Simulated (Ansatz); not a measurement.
# Response to strain in Pb

The parent structure is Pb in the fcc (Cu type) structure (space group Fm-3m, No. 225; relaxed with 0.1 eV smearing).

Pb is taken in the cubic space group Fm-3m (No. 225), the fcc (Cu type) structure, Pearson symbol cF4. Lattice parameters: a = b = c = 4.9341 Å, α = β = γ = 90.00°. Pb on 4a is coordinated by 12 Pb at 3.489 Å (cuboctahedral). (Neighbours: up to the widest gap in distance over summed covalent radii, below 1.35, at either atom.)
(The calculation used a cell of 1 atom; values per cell refer to that cell.)

Strains are applied to the cell and any free atomic positions relax.

All numbers come from PBEsol (Ansatz, an electronic-structure program), no SOC.

Candidates:
(a) isotropic strain −0.50 %
(b) isotropic strain +1.50 %
(c) isotropic strain +2.00 %
(d) isotropic strain −2.00 %
(e) isotropic strain −1.00 %

Notes on the quantities. energy relative to the base: free energy F.

Order them by energy relative to the base, highest first.

(d) isotropic strain −2.00 % (+17 meV/atom), (c) isotropic strain +2.00 % (+15 meV/atom), (b) isotropic strain +1.50 % (+8.5 meV/atom), (e) isotropic strain −1.00 % (+4.1 meV/atom), (a) isotropic strain −0.50 % (+1.0 meV/atom)

Whether these cells are dynamically stable was not tested.
